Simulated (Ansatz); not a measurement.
```yaml
crystal:
  lattice:
    - [0.00000, 2.24904, 2.27153]
    - [2.24904, 0.00000, 2.27153]
    - [2.24904, 2.24904, 0.00000]
  atoms:
    - { symbol: Ga, position: [0.00000, 0.00000, 0.00000] }
    - { symbol: N, position: [0.25000, 0.25000, 0.25000] }
```

No spin polarisation.

All numbers come from plane-wave PAW DFT at the PBEsol level (Ansatz, an electronic-structure program, 420 eV), scalar-relativistic without spin-orbit coupling. Γ-centred 13×13×13 mesh, Fermi–Dirac width 0.05 eV.

Problem. What is the computed band gap?

Solution. 1.62 eV.

Problem. Predict the gap character.

Solution. Direct at Γ.

The cells carry an imposed strain or load. Whether these cells are dynamically stable was not tested. The cell was made from GaN in the zinc blende structure (space group F-43m, No. 216) by this change: uniaxial strain ε_zz = +1.00 %. This is not the structure that GaN has at room temperature and ambient pressure.
